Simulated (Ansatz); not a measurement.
Here is the system:

End structure of a constructed model of the (111)A surface of zinc-blende GaSb, Ga-terminated, Sb trimer, 2x2 (bottom of the slab: 3 H on 4 bottom sites):

```
CELL_PARAMETERS angstrom
      8.78596     0.00000     0.00000
     -4.39298     7.60887     0.00000
      0.00000     0.00000    32.00000
ATOMIC_POSITIONS crystal
  Sb 0.00246 0.99687 0.31178
  Sb 0.49503 0.99751 0.31206
  Sb 0.00246 0.50559 0.31178
  Sb 0.50007 0.50003 0.29322
  Ga 0.34610 0.19279 0.33377
  Ga 0.83410 0.16705 0.33410
  Ga 0.34610 0.65332 0.33377
  Ga 0.80672 0.65336 0.33414
  Sb 0.33333 0.16667 0.41789
  Sb 0.83333 0.16667 0.41789
  Sb 0.33333 0.66667 0.41789
  Sb 0.83333 0.66667 0.41789
  Ga 0.16667 0.33333 0.44591
  Ga 0.66667 0.33333 0.44591
  Ga 0.16667 0.83333 0.44591
  Ga 0.66667 0.83333 0.44591
  Sb 0.16640 0.33320 0.53045
  Sb 0.66953 0.33893 0.52977
  Sb 0.16048 0.83024 0.52977
  Sb 0.66953 0.83060 0.52977
  Ga 0.00077 0.00253 0.56036
  Ga 0.49988 0.99994 0.55062
  Ga 0.00077 0.49824 0.56036
  Ga 0.49757 0.49878 0.56024
  Sb 0.00665 0.01359 0.64579
  Sb 0.49955 0.99977 0.63234
  Sb 0.00665 0.49306 0.64579
  Sb 0.48581 0.49291 0.64573
  Ga 0.34778 0.15186 0.67332
  Ga 0.80364 0.15182 0.67323
  Ga 0.34778 0.69593 0.67332
  Ga 0.83288 0.66644 0.65359
  H  0.99881 0.00328 0.25809
  H  0.50394 0.00197 0.25836
  H  0.99881 0.49552 0.25809
  Sb 0.39041 0.10926 0.75533
  Sb 0.39041 0.78115 0.75533
  Sb 0.71841 0.10920 0.75526
```

Set-up: 38 atoms, 15.9 Å thick at the start with caps and adatoms; mesh 3x3x1; 0.025 eV smearing; dipole correction on; 8 atoms held, the rest relaxed; held to the start's symmetry, so lower structures may exist; no spin, no spin-orbit, no U. It is one candidate, not shown to be the stable structure of the face.

Problem. Estimate the gap of the slab on its k-mesh that PBE run with Ansatz (a program for electronic structure) returns for this input.

Solution. 0.24 eV

Problem. What highest filled level below the top vacuum level does PBE give?

Solution. 4.86 eV
